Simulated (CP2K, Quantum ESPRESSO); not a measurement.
A CP2K input for a self-consistent single point of CdS (P6_3mc, 8 atoms in the cell) (DFT PBE, GPW, DZVP-MOLOPT-SR-GTH basis, GTH-PBE potentials (GTH_POTENTIALS)):

```
&GLOBAL
  PROJECT run
  RUN_TYPE ENERGY_FORCE
  PRINT_LEVEL LOW
&END GLOBAL
&FORCE_EVAL
  METHOD Quickstep
  STRESS_TENSOR ANALYTICAL
  &DFT
    BASIS_SET_FILE_NAME BASIS_MOLOPT
    POTENTIAL_FILE_NAME GTH_POTENTIALS
    &QS
      METHOD GPW
      EPS_DEFAULT 1E-10
    &END QS
    &MGRID
      CUTOFF 500
      REL_CUTOFF 40
      NGRIDS 5
    &END MGRID
    &SCF
      SCF_GUESS ATOMIC
      EPS_SCF 1E-6
      MAX_SCF 100
      ADDED_MOS 12
      &DIAGONALIZATION
        ALGORITHM STANDARD
      &END DIAGONALIZATION
      &MIXING
        METHOD BROYDEN_MIXING
        ALPHA 0.2
        NBUFFER 10
        BETA 1
      &END MIXING
      &SMEAR ON
        METHOD GAUSSIAN
        SIGMA [eV] 0.1
      &END SMEAR
    &END SCF
    &KPOINTS
      SCHEME MONKHORST-PACK 6 6 2
      GAMMA_CENTERED T
    &END KPOINTS
    &XC
      &XC_FUNCTIONAL PBE
      &END XC_FUNCTIONAL
    &END XC
    &PRINT
      &MO
        EIGENVALUES T
        OCCUPATION_NUMBERS T
        NDIGITS 8
        FILENAME mo
        &EACH
          QS_SCF 0
        &END EACH
        ADD_LAST NUMERIC
      &END MO
      &MULLIKEN OFF
      &END MULLIKEN
    &END PRINT
  &END DFT
  &SUBSYS
    &CELL
      A 4.18217200 0.00000000 0.00000000
      B -2.09108600 3.62186700 0.00000000
      C 0.00000000 0.00000000 13.69135800
      PERIODIC XYZ
    &END CELL
    &COORD
      SCALED
      Cd       0.00000000     0.00000000     0.00000000
      Cd       0.00000000     0.00000000     0.50000000
      Cd       0.66666700     0.33333300     0.75018000
      Cd       0.33333300     0.66666700     0.25018000
      S        0.00000000     0.00000000     0.81216000
      S        0.00000000     0.00000000     0.31216000
      S        0.66666700     0.33333300     0.56329000
      S        0.33333300     0.66666700     0.06329000
    &END COORD
    &KIND Cd
      BASIS_SET DZVP-MOLOPT-SR-GTH-q12
      POTENTIAL GTH-PBE-q12
    &END KIND
    &KIND S
      BASIS_SET DZVP-MOLOPT-SR-GTH-q6
      POTENTIAL GTH-PBE-q6
    &END KIND
  &END SUBSYS
  &PRINT
    &FORCES ON
    &END FORCES
    &STRESS_TENSOR ON
    &END STRESS_TENSOR
  &END PRINT
&END FORCE_EVAL
```

### Question
Write the same calculation as an input for Quantum ESPRESSO.

### Answer
This is the input that was run; spellings and numerical settings could be chosen otherwise.

```fortran
&CONTROL
    calculation = 'scf'
    prefix = 'scf'
    outdir = './out'
    pseudo_dir = './'
    verbosity = 'high'
    tprnfor = .true.
    tstress = .true.
/
&SYSTEM
    ibrav = 0
    nat = 8
    ntyp = 2
    ecutwfc = 40
    ecutrho = 200
    occupations = 'smearing'
    smearing = 'gauss'
    degauss = 0.0073499
/
&ELECTRONS
    conv_thr = 1.0d-9
    mixing_beta = 0.4
/
ATOMIC_SPECIES
Cd   112.4140  cd_pbe_v1.uspp.F.UPF
S     32.0600  s_pbe_v1.4.uspp.F.UPF
ATOMIC_POSITIONS {angstrom}
Cd    0.0000000000    0.0000000000    0.0000000000
Cd    0.0000000000    0.0000000000    6.8456790000
Cd    2.0910859437    1.2072890325   10.2709829444
Cd    0.0000000000    2.4145780650    3.4253039444
S     0.0000000000    0.0000000000   11.1195733133
S     0.0000000000    0.0000000000    4.2738943133
S     2.0910859437    1.2072890325    7.7122050478
S     0.0000000000    2.4145780650    0.8665260478
K_POINTS {automatic}
6 6 2  0 0 0
CELL_PARAMETERS {angstrom}
   4.1821718874     0.0000000000     0.0000000000
  -2.0910859437     3.6218670975     0.0000000000
   0.0000000000     0.0000000000    13.6913580000
```

Basis settings and potentials, where a program has them, do not carry over. This input uses DFT, PBE, plane waves, GBRV 1.5 ultrasoft (PBE) pseudopotentials.

The starting cell was generated: these elements placed on a structure prototype, without a prior relaxation; it need not be a known phase or ordering of this composition. Its lattice was rescaled by a random factor within 2.5 % of one.
